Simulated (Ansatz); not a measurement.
Base system: GaAs in the zinc blende structure (space group F-43m, No. 216; a = 5.659 Å). Axes: x, y, z lie along the cube axes.

Level of theory: plane-wave PAW DFT at the PBEsol level (Ansatz, a program for electronic structure, 420 eV), scalar-relativistic without spin-orbit coupling.

Base values:

The valence-band top at Γ is 0.00, 0.00, 0.00 eV.

It is then changed as follows: biaxial strain +1.50 %, plane normal [001], relaxed out of plane (Cartesian); in-plane vectors clamped, the third vector and the atoms free.

How does this affect the ratio −ε⊥/ε∥?

The ratio −ε⊥/ε∥ comes out as 0.90.

How does this affect the valence-band top at Γ?

The valence-band top at Γ (three highest levels, from the VBM) goes from 0.00, 0.00, 0.00 eV to 0.00, -0.15, -0.15 eV.

The levels and masses belong to the bands next to the band gap. Stability against distortions was not tested.
